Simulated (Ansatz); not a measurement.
A computed series for MoS2: response to strain

Base system: MoS$_{2}$ (space group P6_3/mmc, No. 194; a = 3.109 Å, c = 11.709 Å; layered, stacked along the Cartesian z axis). Axes: x lies along a and z along c of the hexagonal cell.

Strains are applied to the cell and any free atomic positions relax.

Computed with PBEsol-D3(BJ), PAW, 420 eV (Ansatz, an electronic-structure program; without spin-orbit coupling).

Notes on the quantities. energy relative to the base: free energy F.

```json
[
 {"uniaxial strain ε_zz (%)": "-3", "energy relative to the base (meV/atom)": "5.4"},
 {"uniaxial strain ε_zz (%)": "-2.4", "energy relative to the base (meV/atom)": "3.3"},
 {"uniaxial strain ε_zz (%)": "-1.8", "energy relative to the base (meV/atom)": "1.8"},
 {"uniaxial strain ε_zz (%)": "-1.2", "energy relative to the base (meV/atom)": "0.8"},
 {"uniaxial strain ε_zz (%)": "-0.6", "energy relative to the base (meV/atom)": "?"},
 {"uniaxial strain ε_zz (%)": "0", "energy relative to the base (meV/atom)": "0.0"}
]
```

Problem. Fit ΔE = Aε² + Bε³ (ε in %) to the rows shown and predict the withheld row.

Solution. Least squares on the printed values gives A = 0.490 and B = -0.036 meV/atom (largest residual 0.0 meV/atom); this predicts 0.2 meV/atom, and the run gives 0.2 meV/atom, in agreement.

No phonon test of stability was made.
